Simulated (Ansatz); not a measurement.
# SrScHO₂ (model structure, started from the SrVO2H type, P4/mmm, No. 123, 5 atoms in the cell)

The numbers are results of PBEsol+SOC (plane waves, PAW; Ansatz, a program for electronic structure), not measurements.

Numerical settings: plane-wave cutoff 520 eV, 8×8×10 k mesh (along the axes of the cell as run), Fermi–Dirac smearing 0.01 eV, PAW data made under PBE.

Cell (relaxed with PBEsol):

Space group P4/mmm (No. 123); a = 4.087 Å, b = 4.087 Å, c = 3.817 Å, α = 90.00°, β = 90.00°, γ = 90.00°

```tsv
atom	site	symmetry	x	y	z
Sr	1d	4/mmm	0.5000	0.5000	0.5000
Sc	1a	4/mmm	0.0000	0.0000	0.0000
O	2f	mmm.	0.0000	0.5000	0.0000
H	1b	4/mmm	0.0000	0.0000	0.5000
```

```
Quantity                                                 Result
-------------------------------------------  ------------------
band gap                                     2.22 eV (indirect)
smallest direct gap on the k points sampled             2.65 eV
direct gap at Γ                                         4.06 eV
```

Note: the relaxation could raise the start's symmetry but not lower it, so the cell can be a saddle point.

Static lattice: no zero-point or thermal effects.

A model structure was made by putting elements into a prototype or built by hand; it is no filed structure, need not be a known phase, and can be a saddle point held by its symmetry.
